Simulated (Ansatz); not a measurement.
## A constructed model of the (0001) surface of hcp Ru, a layer of Fe in place of the second plane (bottom of the slab: a bare face, its two planes held)

Calculation: PBE (plane waves to 420 eV, PAW; Ansatz, a program for electronic structure).

Model: 6-atom slab, 10.6 Å thick at the start with caps and adatoms (thin: gaps and levels are the slab's own), 16x16x1 mesh, Fermi-Dirac 0.1 eV, dipole correction, 2 atoms held, the rest relaxed; start symmetry kept, larger cells not searched; spin-polarised, ending with about 1.3 μB a cell; orders that need a larger cell were not tried, no spin-orbit, no U. In PBE it is, or lies within 0.01 eV a 1x1 cell of, the lowest of the 2 structures of its composition computed so far; subsurface sites and larger cells were not tried.

```
Quantity                                        Value
-----------------------------  ----------------------
work function of the top face                 4.93 eV
energy released by relaxation                0.059 eV
magnetic moment of the cell                   1.29 μB
cost                           roughly 4 core-minutes
```
